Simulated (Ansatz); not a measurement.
Start from AlRu in the CsCl type structure (space group Pm-3m, No. 221; a = 2.9545 Å; relaxed with 0.1 eV smearing). Axes: x, y, z lie along the cube axes.

The values are results of Ansatz (a quantum-chemistry and plane-wave program), LDA, PAW, cutoff 420 eV, scalar-relativistic without spin-orbit coupling, not measurements.

Perturbation: tensile biaxial strain of 1.67 % in the plane normal to [111], as in epitaxy on a mismatched substrate; the out-of-plane cell vector and the atoms relax.

Problem. What does the calculation give for the out-of-plane strain, energy relative to the base and in-plane stress after the change?

Solution. The out-of-plane strain comes out as -1.01 %; the energy increases by 10 meV/atom; the mean in-plane stress (compression positive) comes out as -7.3 GPa.

Whether these cells are dynamically stable was not tested. All final runs are without spin polarisation.
